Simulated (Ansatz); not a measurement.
Take CdTe in the zinc blende structure (space group F-43m, No. 216; a = 6.489 Å) as the base.

All numbers come from PBEsol in Ansatz (plane waves to 420 eV, PAW, scalar-relativistic without spin-orbit coupling).

One change was made to it. Results:

| quantity | base | after |
|---|---|---|
| band gap | 0.65 eV | 1.14 eV |
| hole mass (degenerate bands, along [100]) | 0.056, 0.51, 0.51 mₑ (at Γ) | 0.083, 0.39, 0.39 mₑ (at Γ) |
| lattice parameter a | 12.263 bohr | 11.612 bohr |

Question: Which change produced these results?
A) pressure 3 GPa
B) pressure 1.5 GPa
C) pressure 10 GPa
D) pressure −1 GPa
E) pressure 0.3 GPa

Answer: C, pressure 10 GPa. For comparison, the band gap in the other runs: pressure 1.5 GPa gives 0.75 eV; pressure −1 GPa gives 0.57 eV; pressure 3 GPa gives 0.83 eV; pressure 0.3 GPa gives 0.67 eV.

Spin-orbit coupling, missing from the scalar runs, can matter with Te. Load acts through the strain it causes; cell and atoms are relaxed under it. Effective masses come from finite differences of ±0.01 Å⁻¹. No phonon test of stability was made. Measured, CdTe leaves this structure (for cinnabar) near 3.53 GPa (temperature not stated; as listed in Datta, Sujoy, Jana, Debnarayan, arXiv (2020)), on rising pressure, with hysteresis.

Ansatz is a first-principles code.
